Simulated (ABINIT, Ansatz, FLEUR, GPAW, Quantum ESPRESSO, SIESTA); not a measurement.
# ScFeC2 (P4/nmm, 8 atoms in the cell) computed with different codes at matched settings

Self-consistent single point.

```
CELL_PARAMETERS angstrom
      3.39346     0.00000     0.00000
      0.00000     3.39346     0.00000
      0.00000     0.00000     7.40057
ATOMIC_POSITIONS crystal
  Sc 0.00000 0.50000 0.65165
  Sc 0.50000 0.00000 0.34835
  Fe 0.00000 0.00000 0.00000
  Fe 0.50000 0.50000 0.00000
  C  0.00000 0.50000 0.15651
  C  0.50000 0.00000 0.84349
  C  0.00000 0.50000 0.34990
  C  0.50000 0.00000 0.65010
```
Moments meant for the start (each program seeds them in its own way; μB, in the order of the atoms Sc Sc Fe Fe C C C C): 0.0 0.0 4.0 4.0 0.0 0.0 0.0 0.0.

All programs got the same cell, k-point mesh and kind of occupations, and the same starting moments (in Ansatz's words: kpoints.mp_grid.grid = 5 5 3; magnetization.spin_polarized = true; scf.occupations.method = fermi_dirac; scf.occupations.width = 0.1 eV); potentials, basis and cutoffs are each program's usual ones.

```tsv
code	model	pressure (GPa)	largest force (eV/Å)	size of the net moment (μB/atom)	k-points	cutoff
GPAW	LDA (Perdew-Wang 92), GPAW PAW datasets LDA (gpaw-data 1.0.1)	–	0.538	0.19	12	900 eV
ABINIT	LDA (PW92), PAW (JTH v2.0 LDA PAW)	-20.26	0.577	0.19	12	60 Ry
SIESTA	LDA PW92, numerical atomic orbitals DZP, PseudoDojo LDA standard norm-conserving potentials (rewritten from UPF to PSML)	-18.08	0.902	0.20	38	grid 400 Ry
FLEUR	LDA (Perdew-Zunger), all-electron FLAPW (FLEUR), scalar-relativistic valence	–	0.508	0.17	12	Kmax 4.7 1/bohr
Quantum ESPRESSO	LDA (PZ), GBRV 1.5 ultrasoft (LDA) pseudopotentials	-19.83	0.530	0.20	12	50 Ry
Ansatz	LDA (PW92), PAW files made with PBE	-20.30	0.575	0.19	12	default
```

Size of the force on each atom (eV/Å): Sizes of forces hide their directions.

| code | Sc1 | Sc2 | Fe3 | Fe4 | C5 | C6 | C7 | C8 |
|---|---|---|---|---|---|---|---|---|
| GPAW | 0.228 | 0.228 | 0.000 | 0.000 | 0.061 | 0.061 | 0.538 | 0.538 |
| ABINIT | 0.212 | 0.212 | 0.000 | 0.000 | 0.100 | 0.100 | 0.577 | 0.577 |
| SIESTA | 0.257 | 0.257 | 0.000 | 0.000 | 0.902 | 0.902 | 0.309 | 0.309 |
| FLEUR | 0.228 | 0.228 | 0.000 | 0.000 | 0.193 | 0.193 | 0.508 | 0.508 |
| Quantum ESPRESSO | 0.230 | 0.230 | 0.000 | 0.000 | 0.109 | 0.109 | 0.530 | 0.530 |
| Ansatz | 0.222 | 0.222 | 0.000 | 0.000 | 0.088 | 0.088 | 0.575 | 0.575 |

A dash marks a value that a program does not give, or that is left out as unsure.

The spread over the programs that give each value: pressure within 2.22 GPa; largest force within 0.394 eV/Å; size of the net moment within 0.03 μB/atom.

The starting cell comes from a database of computed structures (which also holds hypothetical and non-ambient phases and stackings), without a prior relaxation at this level. Its lattice was rescaled by a random factor within 2.5 % of one. On Ansatz's run: The moments shrank to a small part of their start, a low-spin state that need not be the lowest. In the base run, with a pressure of about -20 GPa the cell is away from its equilibrium volume at this level. Without a gap this mesh is coarse (it stands for a supercell whose shortest vector is 17 Å).

Task: Why do the programs differ, and what cannot be compared?

Result: Differences of this kind can come from the potentials, where these differ, and from what each basis and cutoff leave unconverged. The valence holds different numbers of electrons (GPAW 54, ABINIT 70, SIESTA 70, FLEUR 70, Quantum ESPRESSO 70, Ansatz (a quantum-chemistry and plane-wave program) 70). The zero of total energies and Fermi levels follows the potentials and each program's conventions, so they are not compared here. SIESTA uses small atom-centred bases, whose incompleteness enters pressures, forces and empty levels differently from a plane-wave cutoff. FLEUR treats all electrons, but the usual bases taken here (sphere radii, linearisation, local orbitals, empty states) were not tested for convergence, so the values are no reference for the others. Ansatz's pressure is given at a fixed set of plane waves, as the other plane-wave codes print theirs; with its correction for the finite basis it is -20.08 GPa (the shift of 0.22 GPa shows how far the cutoff is from converged). The pressure of GPAW is left out: its cutoff lies under the one at which its stress was checked. The same LDA comes in different parametrisations, which differ slightly. Site moments depend on each program's spheres or projections; the total moment of the cell does not. The programs reduce the same mesh by symmetry to different extents, which changes the work and not the result. In the pressure, SIESTA (by 2.18) lies more than 1 GPa from the median of the plane-wave programs. In the force vectors, SIESTA (by 0.866) and FLEUR (by 0.099) lie more than 0.08 eV/Å from the median of the plane-wave programs.

The shared mesh is coarse (it stands for a supercell whose shortest vector is 17 Å), so the values are not converged in it.

Keys are those of Ansatz 0.2.
